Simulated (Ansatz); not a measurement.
SiGe, pressure series

Base system: SiGe in the wurtzite structure (space group P6_3mc, No. 186; a model cell, its experimental status unchecked).

```yaml
crystal:
  lattice:
    - [3.90037, 0.00000, 0.00000]
    - [-1.95019, 3.37782, 0.00000]
    - [0.00000, 0.00000, 6.44343]
  atoms:
    - { symbol: Ge, position: [0.66667, 0.33333, 0.99962] }
    - { symbol: Ge, position: [0.33333, 0.66667, 0.49962] }
    - { symbol: Si, position: [0.66667, 0.33333, 0.62558] }
    - { symbol: Si, position: [0.33333, 0.66667, 0.12558] }
```

Cell and atoms are relaxed at each pressure.

All numbers come from plane-wave PAW DFT at the PBEsol level (Ansatz, a first-principles code, 420 eV), scalar-relativistic without spin-orbit coupling, earlier PAW set.

```tsv
P (GPa)	V (Å³/atom)
-1.99	21.784
-0.99	21.492
0.90	20.993
2.10	20.708
4.51	20.192
9.02	19.379
15.00	18.508
```

A third-order Birch–Murnaghan fit to these points gives V₀ = 21.22 Å³/atom, B₀ = 81 GPa and B₀′ = 4.4. At pressure 15 GPa the volume is 87.2 % of V₀.

Between the base and pressure 9 GPa the gap moves from 0.35 eV to 0.18 eV, a mean slope of -18 meV/GPa.

Load acts through the strain it causes; cell and atoms are relaxed under it. Stability against distortions was not tested. Competing high-pressure phases were not computed. The zero or small gap of SiGe under pressure 4.5 GPa, SiGe under pressure 9 GPa and SiGe under pressure 15 GPa can change with the level of theory.
